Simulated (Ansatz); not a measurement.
Double-hcp La, treated with PBEsol (plane waves, PAW; Ansatz, a quantum-chemistry and plane-wave program).

Excerpt of the program's output:

```
WARN the atoms were moved onto the symmetric positions of the space group found under crystal.symmetry.tolerance 1.0e-5 (fractional …
Crystal: 4 atoms, lattice volume = 149.305 Å³
Basis set: ecut = 520 eV, 3951 PW (Γ), exchange–correlation on 60×60×192 points (8 copies of the dense FFT grid, shifted against one another)
Bands: 27, of which v1, the nominal top of the filled ones, is band 22 counted from 1 (21 counted from 0)
Symmetry: 24 space group operations
Space group: P63/mmc (ITA 194), of the structure as read, at distance tolerance 5.3e-5 Å
k-points: 148 of 1944
Functional: x = pbesol(κ = 0.804, μ = 0.12345679012345678), c = pbesol(β = 0.046)
SCF iter   1: F=—  HF=-24645.036250 eV  |F-HF|=—  |Δ(HF+E_count)|=         —  Δρ=3.51e-3  dr2=1.81e-2
SCF iter   2: F=—  HF=-24645.033699 eV  |F-HF|=—  |Δ(HF+E_count)|=   2.55e-3  Δρ=2.18e-3  dr2=7.68e-3
  ...
SCF iter   7: F=—  HF=-24645.033258 eV  |F-HF|=—  |Δ(HF+E_count)|=  9.24e-10  Δρ=9.31e-7  dr2=2.01e-9
SCF iter   8: F=-24645.033258 eV  HF=-24645.033258 eV  |F-HF|=2.36e-10  |Δ(HF+E_count)|=  2.33e-10  Δρ=3.33e-7  dr2=3.37e-10
SCF 1 converged in 8 iterations: F = -24645.033258 eV  dr2 = 3.37e-10
SCF converged after 8 iterations
Free energy (F): -24645.033258 eV
Internal energy: -24644.976278 eV  (E = F + TS)
E sigma→0 (E₀):  -24645.004768 eV
Fermi energy:    10.843283 eV
--- Forces (eV/Å), atoms counted from 1 ---
  atom   1  La     0.00000000     0.00000000    -0.00000000
  atom   2  La    -0.00000000    -0.00000000     0.00000000
  atom   3  La     0.00000000    -0.00000000     0.00000000
  atom   4  La     0.00000000     0.00000000     0.00000000
--- Stress (GPa, compression-positive) ---
       -2.184594       0.000000       0.000000
       -0.000000      -2.184594       0.000000
        0.000000       0.000000      -2.315035
  P = ⅓ Tr σ = -2.2281 GPa (-22.281 kbar)
```

Problem. Write an input file that could have produced this run (the log leaves some choices open).

Solution. This is not unique; one that fits is 
Ansatz 0.2 input:
```yaml
crystal:
  lattice:
    - [-1.885, -3.264916, 0.0]
    - [-1.885, 3.264916, 0.0]
    - [0.0, 0.0, -12.13]
  atoms:
    - { symbol: La, position: [0.0, 0.0, 0.5] }
    - { symbol: La, position: [0.0, 0.0, 0.0] }
    - { symbol: La, position: [0.333333, 0.666667, 0.25] }
    - { symbol: La, position: [0.666667, 0.333333, 0.75] }
basis:
  ecutwfc: 520
  ecutrho_ratio: 4
  xc_grid: 2
kpoints:
  mp_grid: { grid: [18, 18, 6] }
hamiltonian:
  xc: pbesol
  dispersion: none
  pseudopotentials: { kind: paw }
scf:
  occupations: { method: fermi_dirac, width: 0.05 }
  convergence: { dr2_threshold: 0.0000000004 }
output:
  forces: true
  stress: true
  eigenvalues: true
```

The PAW data were made under PBE.

Note: cell and atoms aren't relaxed at this level (pressure -2.2 GPa).

Computing time: roughly 110 core-seconds.
